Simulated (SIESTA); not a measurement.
**A self-consistent single point of MgAlSi (Pnma, 12 atoms in the cell) with SIESTA**

Method: GGA PBEsol, numerical atomic orbitals DZP, PseudoDojo PBEsol standard norm-conserving potentials (rewritten from UPF to PSML) (SIESTA 5.4.2).

Input:

```
# files in the folder: Mg.psml Al.psml Si.psml (PseudoDojo PBEsol standard)
SystemName  MgAlSi
SystemLabel siesta

NumberOfAtoms                12
NumberOfSpecies              3
%block ChemicalSpeciesLabel
  1 12 Mg
  2 13 Al
  3 14 Si
%endblock ChemicalSpeciesLabel
LatticeConstant              1.0 Ang
%block LatticeVectors
     6.668380000    0.000000000    0.000000000
     0.000000000    3.973350000    0.000000000
     0.000000000    0.000000000    8.120400000
%endblock LatticeVectors
AtomicCoordinatesFormat      Ang
%block AtomicCoordinatesAndAtomicSpecies
     6.427184695    2.980012500    2.666576952  1
     0.241195305    0.993337500    5.453823048  1
     3.575385305    0.993337500    6.726776952  1
     3.092994695    2.980012500    1.393623048  1
     5.729338728    2.980012500    7.549211064  2
     0.939041272    0.993337500    0.571188936  2
     4.273231272    0.993337500    3.489011064  2
     2.395148728    2.980012500    4.631388936  2
     4.928599658    2.980012500    5.045854152  3
     1.739780342    0.993337500    3.074545848  3
     5.073970342    0.993337500    0.985654152  3
     1.594409658    2.980012500    7.134745848  3
%endblock AtomicCoordinatesAndAtomicSpecies

XC.functional                GGA
XC.authors                   PBEsol
PAO.BasisSize                DZP
PAO.EnergyShift              0.005 Ry
MeshCutoff                   400 Ry
%block kgrid.MonkhorstPack
    4   0   0  0.0
    0   6   0  0.0
    0   0   3  0.0
%endblock kgrid.MonkhorstPack
OccupationFunction           FD
ElectronicTemperature        1160.45 K

MaxSCFIterations             150
SCF.Mixer.Method             Pulay
SCF.Mixer.Weight             0.25
SCF.Mixer.History            6
SCF.DM.Tolerance             1.0E-04
Diag.ParallelOverK           true
WriteForces                  true
Charge.Mulliken              end
```

Output, abridged:

```
reinit: Reading from file input.fdf

reinit: System Name: MgAlSi
reinit: System Label: siesta

coor:   Atomic-coordinates input format  =     Cartesian coordinates
coor:                                          (in Angstroms)

siesta: Atomic coordinates (Bohr) and species
siesta:     12.14562   5.63141   5.03910  1        1
siesta:      0.45579   1.87714  10.30623  1        2
siesta:      6.75650   1.87714  12.71177  1        3
siesta:      5.84491   5.63141   2.63357  1        4
siesta:     10.82688   5.63141  14.26594  2        5
siesta:      1.77453   1.87714   1.07939  2        6
siesta:      8.07524   1.87714   6.59328  2        7
siesta:      4.52618   5.63141   8.75206  2        8
siesta:      9.31370   5.63141   9.53528  3        9
siesta:      3.28771   1.87714   5.81005  3       10
siesta:      9.58841   1.87714   1.86262  3       11
siesta:      3.01300   5.63141  13.48272  3       12

siesta: System type = bulk

initatomlists: Number of atoms, orbitals, and projectors:     12   140   176

siesta: ******************** Simulation parameters ****************************
redata: Spin configuration                          = none
redata: Time-Reversal Symmetry                      = T
redata: Number of Atomic Species                    =        3
redata: Mesh Cutoff                                 =   400.0000 Ry
redata: Net charge of the system                    =     0.0000 |e|
redata: Min. number of SCF Iter                     =        0
redata: Max. number of SCF Iter                     =      150
redata: SCF convergence failure will abort job
redata: SCF mix quantity                            = Hamiltonian
redata: Mix DM or H after convergence               =   F
redata: Recompute H after scf cycle                 =   F
redata: Mix DM in first SCF step                    =   T
redata: No kicks to SCF
redata: DM Mixing Weight for Kicks                  =     0.5000
   [... lines left out ...]
diag: Parallel distribution                         =     1 x     1
diag: Used triangular part                          = Lower
diag: Absolute tolerance                            =  0.100E-15
diag: Orthogonalization factor                      =  0.100E-05
diag: Memory factor                                 =  1.0000

superc: Internal auxiliary supercell:     5 x     5 x     3  =      75
superc: Number of atoms, orbitals, and projectors:    900  10500  13200

                        Single-point calculation

superc: Internal auxiliary supercell:     5 x     5 x     3  =      75
superc: Number of atoms, orbitals, and projectors:    900  10500  13200

outcell: Unit cell vectors (Ang):
        6.668380    0.000000    0.000000
        0.000000    3.973350    0.000000
        0.000000    0.000000    8.120400

outcell: Cell vector modules (Ang)   :    6.668380    3.973350    8.120400
outcell: Cell angles (23,13,12) (deg):     90.0000     90.0000     90.0000
outcell: Cell volume (Ang**3)        :    215.1566
new_DM -- step:     1
Initializing Density Matrix...

Attempting to read DM from file... Failed...
DM filled with atomic data:

InitMesh: MESH = 90 x 48 x 100 = 432000
InitMesh: Mesh cutoff (required, used) =   400.000   403.340 Ry

stepf: Fermi-Dirac step function
        iscf     Eharris(eV)        E_KS(eV)     FreeEng(eV)     dDmax    Ef(eV) dHmax(eV)
   scf:    1    -7121.060858    -7163.665598    -7163.782917  1.626328 -4.485034  5.547263
   scf:    2    -7165.787229    -7164.863060    -7164.984573  0.104361 -4.399549  3.345752
   scf:    3    -7165.421263    -7165.213944    -7165.339199  0.092459 -4.344800  1.112448
   scf:    4    -7165.248932    -7165.237393    -7165.362488  0.016640 -4.344106  0.210208
   scf:    5    -7165.242179    -7165.240493    -7165.365371  0.016875 -4.351135  0.025585
   scf:    6    -7165.241020    -7165.240833    -7165.365595  0.003918 -4.353567  0.013190
   scf:    7    -7165.240775    -7165.240813    -7165.365637  0.001794 -4.354638  0.001735
   scf:    8    -7165.240827    -7165.240820    -7165.365638  0.000397 -4.354845  0.000882
   scf:    9    -7165.240814    -7165.240817    -7165.365638  0.000052 -4.354825  0.000131
SCF Convergence by DM+H criterion
max |DM_out - DM_in|         :     0.0000523225
max |H_out - H_in|      (eV) :     0.0001307051
SCF cycle converged after 9 iterations

Using DM_out to compute the final energy and forces

siesta: E_KS(eV) =            -7165.2408

siesta: E_KS - E_eggbox =     -7165.2408

siesta: Atomic forces (eV/Ang):
     1    0.063267    0.000000   -0.030416
     2   -0.063267    0.000000    0.030416
     3   -0.063267   -0.000000   -0.030416
     4    0.063267   -0.000000    0.030416
     5    0.061487    0.000000    0.154334
     6   -0.061487   -0.000000   -0.154334
     7   -0.061487   -0.000000    0.154334
     8    0.061487    0.000000   -0.154334
     9   -0.132330   -0.000000   -0.044983
    10    0.132330    0.000000    0.044983
    11    0.132330    0.000000   -0.044983
    12   -0.132330    0.000000    0.044983
   Tot   -0.000000    0.000000   -0.000000
   Max    0.154334
   Res    0.076057    sqrt( Sum f_i^2 / 3N )
   Max    0.154334    constrained

Stress tensor Voigt[x,y,z,yz,xz,xy] (kbar):        9.76      -24.02       13.52       -0.00        0.00       -0.00
(Free)E + p*V (eV/cell)    -7165.3329
Target enthalpy (eV/cell)    -7165.3656

siesta: Program's energy decomposition (eV):
siesta: Ebs     =     -2137.571941
siesta: Eions   =      9571.194122
siesta: Ena     =      1403.530133
siesta: Ekin    =      3921.184500
siesta: Enl     =     -1841.947925
siesta: Eso     =         0.000000
siesta: Edftu   =         0.000000
siesta: DEna    =        52.364487
siesta: DUscf   =         2.447724
siesta: DUext   =         0.000000
siesta: Ex      =     -1039.822093
siesta: Ec      =       -91.803522
siesta: Exc     =     -1131.625615
siesta: Eharris =     -7165.240814
siesta: Etot    =     -7165.240817
siesta: FreeEng =     -7165.365638

siesta: Atomic forces (eV/Ang):
siesta:      1    0.063267    0.000000   -0.030416
siesta:      2   -0.063267    0.000000    0.030416
siesta:      3   -0.063267   -0.000000   -0.030416
siesta:      4    0.063267   -0.000000    0.030416
siesta:      5    0.061487    0.000000    0.154334
siesta:      6   -0.061487   -0.000000   -0.154334
   [... lines left out ...]
siesta: Cell volume =        215.156557 Ang**3
siesta:           0.24372391         -3.70175887  kBar
   [... lines left out ...]
              0.163   0.184   0.149   0.145   0.136
   8  3.159   1.085   0.095   0.150   0.302   0.079   0.270   0.126   0.275
              0.163   0.184   0.149   0.145   0.136

Species: Si
Atom  Qatom  Qorb
               3s      3s      3py     3pz     3px     3py     3pz     3px
               3Pdxy   3Pdyz   3Pdz2   3Pdxz   3Pdx2-y2
   9  4.655   1.502   0.018   1.061   0.764   0.910  -0.090   0.068  -0.004
              0.081   0.112   0.096   0.065   0.073
  10  4.655   1.502   0.018   1.061   0.764   0.910  -0.090   0.068  -0.004
              0.081   0.112   0.096   0.065   0.073
  11  4.655   1.502   0.018   1.061   0.764   0.910  -0.090   0.068  -0.004
              0.081   0.112   0.096   0.065   0.073
  12  4.655   1.502   0.018   1.061   0.764   0.910  -0.090   0.068  -0.004
              0.081   0.112   0.096   0.065   0.073

mulliken: Qtot =       68.000

Mulliken Atomic Populations:
Atom #   charge [q] valence [e]  Species
     1     0.813795    9.186205  Mg
     2     0.813795    9.186205  Mg
     3     0.813795    9.186205  Mg
     4     0.813795    9.186205  Mg
     5    -0.158525    3.158525  Al
     6    -0.158525    3.158525  Al
     7    -0.158525    3.158525  Al
     8    -0.158525    3.158525  Al
     9    -0.655270    4.655270  Si
    10    -0.655270    4.655270  Si
    11    -0.655270    4.655270  Si
    12    -0.655270    4.655270  Si
 Total    -0.000000
```

The run converged in 9 iterations.

The starting cell comes from a database of computed structures (which also holds hypothetical and non-ambient phases and stackings), without a prior relaxation at this level. Values carry the incompleteness of an atom-centred basis.

Cost on one core of a shared machine: roughly 2 min.
